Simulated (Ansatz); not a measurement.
This Ansatz (an electronic-structure program) input is the reference run, CsSnI$_{3}$ in the cubic perovskite structure (space group Pm-3m, No. 221), computed with Ansatz LDA, no spin-orbit coupling:

Ansatz 0.2 input:
```yaml
crystal:
  lattice:
    - [6.0305106693, 0, 0]
    - [0, 6.0305106693, 0]
    - [0, 0, 6.0305106693]
  atoms:
    - { symbol: Cs, position: [0, 0, 0] }
    - { symbol: Sn, position: [0.5, 0.5, 0.5] }
    - { symbol: I, position: [0.5, 0, 0.5] }
    - { symbol: I, position: [0, 0.5, 0.5] }
    - { symbol: I, position: [0.5, 0.5, 0] }
basis: { ecutwfc: 420, ecutrho_ratio: 4, xc_grid: 2, fft_grid_basis: typed }
kpoints: { mp_grid: { grid: [8, 8, 8] } }
hamiltonian:
  xc: lda
  dispersion: none
  pseudopotentials: { kind: paw }
scf: { occupations: { method: fermi_dirac, width: 0.05 }, convergence: { dr2_threshold: 0.0000000005 } }
output: { forces: true, stress: true }
checkpoint: { write: state.ck, write_every: 1000 }
```

Q: Write the input for this change: a pure shear with ε_xy = ε_yx = 0.0167, atoms relaxed at fixed cell.

A: 
Ansatz 0.2 input:
```yaml
crystal:
  lattice:
    - [6.0305106693, 0.1007095282, 0]
    - [0.1007095282, 6.0305106693, 0]
    - [0, 0, 6.0305106693]
  atoms:
    - { symbol: Cs, position: [0, 0, 0] }
    - { symbol: Sn, position: [0.5, 0.5, 0.5] }
    - { symbol: I, position: [0.5, 0, 0.5] }
    - { symbol: I, position: [0, 0.5, 0.5] }
    - { symbol: I, position: [0.5, 0.5, 0] }
basis: { ecutwfc: 420, ecutrho_ratio: 4, xc_grid: 2, fft_grid_basis: typed }
kpoints: { mp_grid: { grid: [8, 8, 8] } }
hamiltonian:
  xc: lda
  dispersion: none
  pseudopotentials: { kind: paw }
scf: { occupations: { method: fermi_dirac, width: 0.05 }, convergence: { dr2_threshold: 0.0000000005 } }
relax: { f_tol: 0.005, max_steps: 50 }
output: { forces: true, stress: true }
checkpoint: { write: state.ck, write_every: 1000 }
```
This is the input that was run.

The cells carry an imposed strain or load. Stability against distortions was not tested. All final runs are without spin polarisation. Many cubic perovskites are stable only at high temperature; tilts and polar distortions were not tested.
